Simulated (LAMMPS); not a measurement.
Consider a free-standing liquid film of Mo, 1078 atoms, at 3910 K in molecular dynamics.

Computed with classical MD, pair style meam, file MoCoNiVFeAlCr_2nn.meam, run in LAMMPS.

- surface tension: 1.51 ± 0.07 N/m
- excess potential energy of the surface: 2.5 J/m²
- number density in the middle: 0.0550 Å⁻³
- cost: roughly 27 core-minutes

Potential: file MoCoNiVFeAlCr_2nn.meam of the LAMMPS distribution; its header cites Wang, J., Kwon, H., Kim, H.S. et al. A neural network model for high entropy alloy design. npj Comput Mater 9, 60 (2023).

Errors shown are sampling errors alone.

| z (Å) | number density (Å⁻³) |
|---|---|
| -21.84 | 0.0000 |
| -20.84 | 0.0008 |
| -19.83 | 0.0053 |
| -18.83 | 0.0208 |
| -17.82 | 0.0423 |
| -16.82 | 0.0511 |
| -15.82 | 0.0543 |
| -14.81 | 0.0545 |
| -13.81 | 0.0562 |
| -12.80 | 0.0547 |
| -11.80 | 0.0553 |
| -10.80 | 0.0545 |
| -9.790 | 0.0552 |
| -8.790 | 0.0554 |
| -7.780 | 0.0550 |
| -6.780 | 0.0547 |
| -5.770 | 0.0549 |
| -4.770 | 0.0545 |
| -3.770 | 0.0555 |
| -2.760 | 0.0544 |
| -1.760 | 0.0549 |
| -0.7500 | 0.0554 |
| 0.2500 | 0.0546 |
| 1.260 | 0.0555 |
| 2.260 | 0.0552 |
| 3.260 | 0.0548 |
| 4.270 | 0.0551 |
| 5.270 | 0.0550 |
| 6.280 | 0.0551 |
| 7.280 | 0.0557 |
| 8.280 | 0.0542 |
| 9.290 | 0.0555 |
| 10.29 | 0.0554 |
| 11.30 | 0.0549 |
| 12.30 | 0.0555 |
| 13.31 | 0.0550 |
| 14.31 | 0.0553 |
| 15.31 | 0.0547 |
| 16.32 | 0.0510 |
| 17.32 | 0.0429 |
| 18.33 | 0.0204 |
| 19.33 | 0.0045 |
| 20.33 | 0.0005 |
| 21.34 | 0.0000 |
